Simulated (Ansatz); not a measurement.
# CsPbBr3, pressure series

Consider CsPbBr₃ in the cubic perovskite structure (space group Pm-3m, No. 221).

```
CELL_PARAMETERS angstrom
      6.00278     0.00000     0.00000
      0.00000     6.00278     0.00000
      0.00000     0.00000     6.00278
ATOMIC_POSITIONS crystal
  Cs 0.00000 0.00000 0.00000
  Pb 0.50000 0.50000 0.50000
  Br 0.50000 0.00000 0.50000
  Br 0.00000 0.50000 0.50000
  Br 0.50000 0.50000 0.00000
```

Cell and atoms are relaxed at each pressure.

Calculations: Ansatz (a quantum-chemistry and plane-wave program) PBE, no spin-orbit coupling.

Candidates:
(a) pressure 1.5 GPa
(b) pressure 3 GPa
(c) pressure −2 GPa
(d) pressure 0.7 GPa

For the base:

| Item | Result |
|---|---|
| Width of the top valence band | 1.66 eV |

Q: Order them by width of the top valence band, lowest first.

A: (c) pressure −2 GPa (0.87 eV), (d) pressure 0.7 GPa (1.88 eV), (a) pressure 1.5 GPa (2.10 eV), (b) pressure 3 GPa (2.47 eV)

With Pb present, leaving out spin-orbit coupling can change the band edges. The levels and masses belong to the bands next to the band gap. Load acts through the strain it causes; cell and atoms are relaxed under it. Stability against distortions was not tested. Many cubic perovskites are stable only at high temperature; tilts and polar distortions were not tested. This is not the structure that CsPbBr3 has at room temperature and ambient pressure.
